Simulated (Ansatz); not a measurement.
Consider Ir in the fcc (Cu type) structure (space group Fm-3m, No. 225; a = 3.844 Å).

Structures relaxed with r2SCAN (Ansatz, a program for electronic structure; PAW; 500 eV plane waves; scalar-relativistic without spin-orbit coupling).

Base:

Simulated powder pattern, Cu Kα1, λ = 1.54056 Å (kinematic, ideal powder, no thermal factors, no anomalous dispersion; the 10 strongest lines at most, above 2 %, up to 2θ = 90°):

```csv
2θ (°),I/Imax (%),hkl
40.61,100,(111)
47.25,49,(200)
69.04,33,(220)
83.29,40,(311)
87.91,12,(222)
```

One thing is altered: Rh takes the place of Ir on all its sites; the structure is relaxed again.

After the change:

Simulated powder pattern, Cu Kα1, λ = 1.54056 Å (kinematic, ideal powder, no thermal factors, no anomalous dispersion; the 10 strongest lines at most, above 2 %, up to 2θ = 90°):

```tsv
2θ (°)	I/Imax (%)	hkl
41.11	100	(111)
47.83	48	(200)
69.97	29	(220)
84.49	35	(311)
89.21	11	(222)
```

The indices refer to each structure's own conventional cell; one index is shown for lines that coincide.

No phonon test of stability was made. The final runs are not spin-polarised.
